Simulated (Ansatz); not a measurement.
The parent structure is SiC in the wurtzite structure (space group P6_3mc, No. 186; a = 3.0755 Å, c = 5.0486 Å). Axes: x lies along a and z along c of the hexagonal cell.

Level of theory: r2SCAN, PAW, 500 eV (Ansatz, a quantum-chemistry and plane-wave program; no SOC), earlier PAW set.

Strains are applied to the cell and any free atomic positions relax; under biaxial strain the out-of-plane vector relaxes too.

One change was made to it. Results:

```tsv
quantity	base	after
pressure (mean of the normal stresses, compression positive)	0.01 GPa	-12.54 GPa
valence-band top at Γ (three highest levels, from the VBM)	0.00, 0.00, -0.11 eV	0.00, -0.17, -0.17 eV
```

Task: What was done to the base?
A) biaxial strain +1.89 %, plane normal [001], relaxed out of plane
B) biaxial strain +3.46 %, plane normal [001], relaxed out of plane
C) strain tensor (xx, yy, zz, yz, xz, xy) = (+0.12, +1.28, +0.24, +0.61, −0.10, +0.19) %
D) biaxial strain −4.57 %, plane normal [001], relaxed out of plane

Result: B, biaxial strain +3.46 %, plane normal [001], relaxed out of plane. For comparison, the valence-band top at Γ in the other runs: biaxial strain +1.89 %, plane normal [001], relaxed out of plane gives 0.00, -0.07, -0.07 eV; biaxial strain −4.57 %, plane normal [001], relaxed out of plane gives 0.00, 0.00, -0.84 eV; strain tensor (xx, yy, zz, yz, xz, xy) = (+0.12, +1.28, +0.24, +0.61, −0.10, +0.19) % gives 0.00, -0.07, -0.16 eV.

The levels and masses belong to the bands next to the band gap. Whether these cells are dynamically stable was not tested.
